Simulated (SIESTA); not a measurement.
## Convergence study of shifted k-point meshes for WSe₂ (P3m1, 6 atoms in the cell)

```
CELL_PARAMETERS angstrom
      1.64820    -2.85477     0.00000
      1.64820     2.85477     0.00000
      0.00000     0.00000    13.02480
ATOMIC_POSITIONS crystal
  W  0.33333 0.66667 0.25384
  W  0.66667 0.33333 0.75000
  Se 0.33333 0.66667 0.87900
  Se 0.66667 0.33333 0.37900
  Se 0.66667 0.33333 0.12100
  Se 0.33333 0.66667 0.62100
```

Method: GGA PBEsol, numerical atomic orbitals DZP, PseudoDojo PBEsol standard norm-conserving potentials (rewritten from UPF to PSML) (SIESTA 5.4.2).

Base settings: XC.functional = GGA; XC.authors = PBEsol; potentials = PseudoDojo PBEsol standard; PAO.BasisSize = DZP; PAO.EnergyShift = 0.01 Ry; MeshCutoff = 400 Ry; kgrid.MonkhorstPack = 4 4 1; OccupationFunction = FD; ElectronicTemperature = 0.05 eV; MaxSCFIterations = 150.

Only quantities that move along the ladder and can be compared are tabulated.

The starting cell has typed, rounded lattice constants, without a prior relaxation at this level. Its lattice was rescaled by up to half a per cent. One atom was moved a little off its site on purpose. Spin polarisation is off. Values carry the incompleteness of an atom-centred basis. In the base run, forces exceed 1 eV/Å.

```csv
kgrid.MonkhorstPack,free energy less the last step's (meV/atom),pressure (GPa),largest difference of a force vector from the last step's (eV/Å)
2 2 1 shifted by 0.5 0.5 0.5,-136.15,-0.04,0.946
3 3 1 shifted by 0.5 0.5 0.5,-8.11,1.47,0.312
4 4 1 shifted by 0.5 0.5 0.5,-0.59,1.57,0.042
5 5 1 shifted by 0.5 0.5 0.5,-7.18,1.44,0.033
6 6 2 shifted by 0.5 0.5 0.5,-0.15,1.65,0.005
7 7 2 shifted by 0.5 0.5 0.5,0.01,1.65,0.001
8 8 2 shifted by 0.5 0.5 0.5,-0.07,1.65,0.001
9 9 2 shifted by 0.5 0.5 0.5,-0.07,1.65,0.001
10 10 3 shifted by 0.5 0.5 0.5,0.00,1.65,0.000
12 12 3 shifted by 0.5 0.5 0.5,0.00,1.65,0.000
15 15 4 shifted by 0.5 0.5 0.5,0.00,1.65,0.000
18 18 4 shifted by 0.5 0.5 0.5,0.00,1.65,0.000
22 22 5 shifted by 0.5 0.5 0.5,0.00,1.65,0.000
25 25 6 shifted by 0.5 0.5 0.5,0.00,1.65,0.000
```

Coarsest kgrid.MonkhorstPack that holds the free energy within 0.5 meV/atom of the last step, with all finer ones: 6 6 2 shifted by 0.5 0.5 0.5; the step before is off by 7.2 meV/atom.

Coarsest kgrid.MonkhorstPack that holds the forces within 0.01 eV/Å of the last step, with all finer ones: 6 6 2 shifted by 0.5 0.5 0.5; the step before is off by 0.033 eV/Å.

Coarsest kgrid.MonkhorstPack that holds the pressure within 1 GPa of the last step, with all finer ones: 3 3 1 shifted by 0.5 0.5 0.5; the step before is off by 1.7 GPa.
